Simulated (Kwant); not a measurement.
Model system: quantum point contact (saddle potential) in a InAs two-dimensional gas. Effective mass 0.023 mₑ, grid spacing 12 nm, hard walls, nominal width 300 nm (25 grid rows, so walls 312 nm apart), one parabolic valley, scattering region 900 nm long along x; energies count from the band bottom; Fermi energy 0.00844 eV. Potential (V0 + ½k y²) cos²(πx/L) for |x| < L/2, with V0 swept from 0.008862 to 0 eV, k = 1e-06 eV/nm², L = 360 nm.

Constants are typed, rounded textbook-type inputs, not results; the design itself was drawn at random and stands for no fabricated device.

Computed with Kwant: effective-mass tight-binding model on a square grid, one spin, coherent transport at 0 K. Conductance is in e²/h.

Q: Compare with the saddle-point formula G = Σ 1/(1 + exp(−2π(E − V0 − ħωy(n + ½))/ħωx)), taking ħωy = ħ√(k/m) and ħωx from the curvature along x of V0 plus half of the mode's confinement energy.

A: ħωy = 1.82 meV; at V0 = 7.19 meV the lowest mode has ħωx = 1.96 meV.

```csv
V0 (meV),formula,simulation
8.35,0.081,0.083
7.19,0.76,0.77
6.04,1.25,1.27
4.88,1.99,2.00
3.72,2.65,2.70
2.57,3.13,3.18
```

The formula takes a parabolic saddle in the continuum; the run has the full potential on a grid.
